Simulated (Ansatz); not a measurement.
The parent structure is SiO2 (space group P4_12_12, No. 92; a = 5.0845 Å, c = 7.1003 Å). Axes: x, y, z lie along a, b, c of the conventional cell.

All numbers come from PBE in Ansatz (plane waves to 420 eV, PAW, without spin-orbit coupling).

Modification: the cell is stretched by 1.57 % along z with no lateral relaxation, atoms relaxed at fixed cell.

### Question
Predict the stress tensor and what it implies for the stiffness.

### Answer
Stress of the strained cell less that of the base (GPa, compression positive):
```
   0.09    0.00    0.00
   0.00    0.09    0.00
   0.00    0.00   -0.73
```

Then −Δσ_ii/ε with ε = 0.0157 gives secant stiffness values (nonlinear terms included at this strain): C33 ≈ 47 GPa.

Whether these cells are dynamically stable was not tested.

Ansatz is a first-principles code.
